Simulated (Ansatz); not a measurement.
The reference is MgO in the rock salt structure (space group Fm-3m, No. 225; a = 4.204 Å). Axes: x, y, z lie along the cube axes.

The values are results of r2SCAN (Ansatz, a program for electronic structure, PAW, no spin-orbit coupling), not measurements.

Before the change:

```
Quantity                             Value
---------------------  -------------------
Valence-band top at Γ  0.00, 0.00, 0.00 eV
Electron mass               0.36 mₑ (at Γ)
```

Now apply this change: biaxial strain −3.04 %, plane normal [111], relaxed out of plane (Cartesian); in-plane vectors clamped, the third vector and the atoms free.

Task: What does the calculation give for the valence-band top at Γ after the change?

Result: The valence-band top at Γ (three highest levels, from the VBM) goes from 0.00, 0.00, 0.00 eV to 0.00, 0.00, -0.34 eV.

Task: How does this affect the electron mass?

Result: The electron mass becomes 0.36 mₑ out of plane, 0.39 mₑ in plane (at Γ) (base: 0.36 mₑ (at Γ)).

The levels and masses belong to the bands next to the band gap. Masses are band curvatures over ±0.01 Å⁻¹ around the edge. Whether these cells are dynamically stable was not tested.
